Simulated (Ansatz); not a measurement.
**Pb_Si in silicon**

Computed with PBE, PAW (plane waves to 420 eV; Ansatz, an electronic-structure program). Cell and caveats: 64-site cell; 2×2×2 shifted k-points; start: the Si site; no spin–orbit coupling; not converged in cell size.

Neighbours after relaxation, in Å: of the Pb atom: Si 2.59, Si 2.59, Si 2.59, Si 2.59.

Formation energies E_f are those of the neutral cell. Chemical conditions: host crystal and elements as references (Δμ(Si) = 0.00 eV, Δμ(Pb) = 0.00 eV; Pb taken from its element, since no compound that bounds it was computed at this level; only phases computed here count, gases as isolated molecules at 0 K). Reference phases: Pb: fcc Pb, Si: silicon.

```tsv
charge	moment (μB)	point group	largest move off a lattice site (Å)	E_f, host crystal and elements as references (eV)
0	not spin-polarised	Td	0.22	1.50
```

Point groups are those of the whole cell at tolerances of 0.03 and 0.1 Å ("near" where only the looser one holds); none is given for unsettled states.

All states together cost around 5 core-minutes (rough).
